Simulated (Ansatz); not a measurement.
Slab thickness and the (0001) surface of hcp Mg: the same face, mesh and vacuum, all atoms relaxed in the 1x1 cell under the symmetry of the ideal cut; the real face may buckle or reconstruct.

Computed with PBE (plane waves to 420 eV, PAW; Ansatz, a first-principles code).

```
atoms  thickness (Å)  γ (J/m²)  work function, top face (eV)                              rough cost
-----  -------------  --------  ----------------------------  --------------------------------------
3                5.3         ?                             ?  about 10 core-seconds (a rough figure)
5               10.5         ?                             ?            very roughly 40 core-seconds
7               15.7      0.52                          3.68  about 26 core-seconds (a rough figure)
9               20.9      0.54                             ?            very roughly 40 core-seconds
```

**Question.** What belongs in the gaps?

**Answer.** 
- 3, γ (J/m²): 0.55
- 3, work function, top face (eV): 3.80
- 5, γ (J/m²): 0.53
- 5, work function, top face (eV): 3.71
- 9, work function, top face (eV): 3.69
